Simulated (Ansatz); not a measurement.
Start from BeTe in the zinc blende structure (space group F-43m, No. 216; a = 5.604 Å). Axes: x, y, z lie along the cube axes.

Method: Kohn–Sham DFT with the PBEsol functional, run in Ansatz (a program for electronic structure) with PAW and 420 eV plane waves, no spin-orbit coupling.

Strains are applied to the cell and any free atomic positions relax; under biaxial strain the out-of-plane vector relaxes too; under stress the whole cell relaxes.

One change was made to it. Results:

The energy goes up by 27 meV/atom; the electron mass goes from 1.4 mₑ along k, 0.25 mₑ across (at X) to 2.1 mₑ along k, 0.29 mₑ across (at X); the shortest interatomic distance grows by 0.044 Å, from 2.427 Å to 2.471 Å; the smallest direct gap drops by 0.41 eV (3.61 eV → 3.20 eV).

### Question
Which of these changes matches the shifts?
A. uniaxial strain ε_yy = +5.81 %
B. biaxial strain +4.51 %, plane normal [001], relaxed out of plane
C. uniaxial stress, 1 GPa compression along x

### Answer
B, biaxial strain +4.51 %, plane normal [001], relaxed out of plane. For comparison, the energy relative to the base in the other runs: uniaxial strain ε_yy = +5.81 % gives +22 meV/atom; uniaxial stress, 1 GPa compression along x gives +0.9 meV/atom.

With Te present, leaving out spin-orbit coupling can change the band edges. Effective masses come from finite differences of ±0.01 Å⁻¹. Along k means along the line from Γ to the band edge. Beyond what the load breaks, stability against distortions was not tested.
